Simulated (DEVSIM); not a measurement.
**abrupt Si n-p junction**

System: abrupt Si n-p junction, at 300 K.

```csv
layer (left to right),material,thickness (μm),Nd (cm⁻³),Na (cm⁻³),τn (s),τp (s)
1,Si,0.210,6.6e17,-,2.6e-6,2.6e-6
2,Si,9.10,-,2.5e15,2.6e-6,2.6e-6
```

Left contact: ohmic. Right contact: ohmic. Voltage is applied to the left contact. Recombination: SRH at mid-gap, radiative, Auger. Mobility is constant in doping.

This is a model device: material constants are rounded textbook-type values typed into the input, and sizes, dopings and lifetimes were drawn at random. Values at 300 K.

```csv
parameter,Si
gap (eV),1.124
affinity (eV),4.05
permittivity,11.7
Nc (cm⁻³),2.86e19
Nv (cm⁻³),3.1e19
μn (cm²/Vs),1417
μp (cm²/Vs),470
B (cm³/s),4.7e-15
Cn (cm⁶/s),2.8e-31
Cp (cm⁶/s),9.9e-32
```

Simulated with DEVSIM: 1D drift-diffusion, Boltzmann statistics, complete ionisation; no tunnelling, impact ionisation, image-force lowering or self-heating.

The potential step across the device at zero bias is 0.783 V, the largest field in the device at zero bias is 48000 V/cm and the dark forward voltage at 1 A/cm² is 0.566 V. The dark forward voltage at 100 A/cm² is 0.725 V.

Dark forward current:

(V (V), J (A/cm²)): (-0.05, -5.5e-9); (-0.10, -2.8e-8); (-0.15, -1.5e-7); (-0.20, -8.7e-7); (-0.25, -5.6e-6); (-0.30, -3.7e-5); (-0.35, -0.00025); (-0.40, -0.0017); (-0.45, -0.012); (-0.50, -0.082); (-0.55, -0.56); (-0.60, -3.5); (-0.65, -18); (-0.70, -62); (-0.75, -160); (-0.80, -330); (-0.85, -590); (-0.90, -920); (-0.95, -1300); (-1.00, -1800); (-1.05, -2400)

Dark reverse current:

```
V (V)  J (A/cm²)
-----  ---------
0.40      8.0e-9
1.00      1.5e-8
2.00      2.4e-8
3.00      3.1e-8
4.00      3.7e-8
6.00      4.8e-8
8.00      5.7e-8
10.00     6.5e-8
13.00     7.5e-8
16.00     8.5e-8
20.00     9.6e-8
```
